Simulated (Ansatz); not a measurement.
The parent structure is Zn3InGaO6 (space group R3m, No. 160; a = 3.2896 Å, c = 41.3722 Å (hexagonal axes); a cell from a computed database, its experimental status unchecked).

Method: PBEsol, PAW, 420 eV (Ansatz, a first-principles code; scalar-relativistic without spin-orbit coupling).

Before the change:

The valence-band top at Γ is 0.00, 0.00, -0.26 eV. The width of the top valence band is 0.62 eV, the density comes out as 6.13 g/cm³ and the band gap is 1.00 eV.

Now apply this change: a hydrostatic pressure of 10 GPa.

Q: What happens to the valence-band top at Γ?

A: The valence-band top at Γ (three highest levels, from the VBM) becomes 0.00, 0.00, -0.30 eV (base: 0.00, 0.00, -0.26 eV).

Q: What happens to the width of the top valence band?

A: The width of the top valence band increases by 0.088 eV (0.62 eV → 0.70 eV).

Q: Estimate the effect on the density.

A: The density grows by 0.348 g/cm³, from 6.13 g/cm³ to 6.47 g/cm³.

Q: What happens to the band gap?

A: The band gap goes up by 0.15 eV (1.00 eV → 1.15 eV).

Load acts through the strain it causes; cell and atoms are relaxed under it. No phonon test of stability was made. No other phases were tried under pressure.
